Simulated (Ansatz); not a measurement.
# Sn, response to strain

Take Sn in the diamond structure (space group Fd-3m, No. 227; a = 6.474 Å; relaxed with 0.1 eV smearing) as the base. Axes: x, y, z lie along the cube axes.

Strains are applied to the cell and any free atomic positions relax; under biaxial strain the out-of-plane vector relaxes too.

Computed with LDA in Ansatz (plane waves to 420 eV, PAW, scalar-relativistic without spin-orbit coupling).

```tsv
biaxial strain, plane normal [111], relaxed out of plane (%)	out-of-plane strain (%)
-2.5	1.56
-2.08	?
-1.67	1.03
-1.25	0.77
-0.83	0.51
-0.42	0.24
0	0.00
```

Problem. Fit ε⊥ = −νε + γε² (strains in %) to the rows shown and predict the withheld row.

Solution. Least squares on the printed values gives ν = 0.60 (the biaxial Poisson response) and γ = 0.009 (largest residual 0.01 %); this predicts 1.29 %, and the run gives 1.29 %, in agreement.

No phonon test of stability was made.

Ansatz is a program for electronic structure.
